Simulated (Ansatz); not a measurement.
Consider Rh in the fcc (Cu type) structure (space group Fm-3m, No. 225; relaxed with 0.1 eV smearing).

```yaml
crystal:
  lattice:
    - [0.00000, 1.91600, 1.91600]
    - [1.91600, 0.00000, 1.91600]
    - [1.91600, 1.91600, 0.00000]
  atoms:
    - { symbol: Rh, position: [0.00000, 0.00000, 0.00000] }
```

Method: plane-wave PAW DFT at the PBE level (Ansatz, an electronic-structure program, 420 eV), no SOC.

Base values:

| Property | Result |
|---|---|
| Pressure | 0.0 GPa |

Perturbation: the cell is scaled by 1.0050 in all directions, atoms relaxed at fixed cell.

**Question.** Estimate the effect on the energy relative to the base.

**Answer.** The energy grows by 2.5 meV/atom.

**Question.** What happens to the pressure?

**Answer.** The pressure goes from zero to -3.7 GPa.

The cells carry an imposed strain or load. No phonon test of stability was made. All final runs are without spin polarisation.
